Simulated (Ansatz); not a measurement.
Band structure of NiCl2 (I4_1/amd, 6 atoms in the cell).

```xyz
6
Lattice="-2.3191 2.3191 5.8293 2.3191 -2.3191 5.8293 2.3191 2.3191 -5.8293" Properties=species:S:1:pos:R:3 pbc="T T T"
Ni     0.0000     0.0000     5.8293
Ni     2.3191     0.0000     2.9147
Cl     0.0000     0.0000     3.4032
Cl     2.3191     0.0000     0.4885
Cl     2.3191     0.0000     5.3408
Cl     0.0000     0.0000     8.2555
```
Moments meant for the start (each program seeds them in its own way; μB, in the order of the atoms Ni Ni Cl Cl Cl Cl): 2.0 2.0 0.0 0.0 0.0 0.0.

Method of the run: PBE (plane waves, PAW; Ansatz, a first-principles code).

Settings: kpoints.mp_grid.grid = 8 8 8; hamiltonian.xc = pbe; hamiltonian.pseudopotentials = {kind: paw} (the program's default PAW files); magnetization.spin_polarized = true; scf.occupations.method = methfessel_paxton; scf.occupations.width = 0.0037 Ry; kpoints.band_path.npoints = 16.

The starting cell was generated: these elements placed on a structure prototype, without a prior relaxation; it need not be a known phase or ordering of this composition. The magnetic order is the one reached from the typed start; others were not searched systematically. The program warned that, by what it read of turns of the moments, another magnetic order lies lower.

Levels in eV from the Fermi level, bands 31 to 38 of the first spin channel:
```csv
point,31,32,33,34,35,36,37,38
Γ,-1.49,-1.18,-1.11,-1.11,3.73,4.69,6.68,7.34
X,-0.62,-0.62,-0.06,-0.06,6.68,6.68,7.14,7.14
Y,-0.71,-0.71,-0.06,-0.06,6.51,6.51,7.01,7.01
S,-1.19,-1.08,-0.68,-0.23,5.32,5.46,7.56,7.86
Z,-1.69,-1.69,-1.06,-1.06,4.05,4.05,6.93,6.93
S1,-1.19,-1.08,-0.68,-0.23,5.32,5.46,7.56,7.86
N,-1.16,-1.11,-0.55,-0.34,5.25,5.85,7.70,7.82
P,-0.62,-0.62,-0.06,-0.06,6.96,6.96,7.18,7.18
Y1,-0.71,-0.71,-0.06,-0.06,6.51,6.51,7.01,7.01
```

Bands cross the Fermi level along this path, so the cell is metallic at this level.

The net moment of the cell came out as 3.80 μB.

Keys are those of Ansatz 0.2.
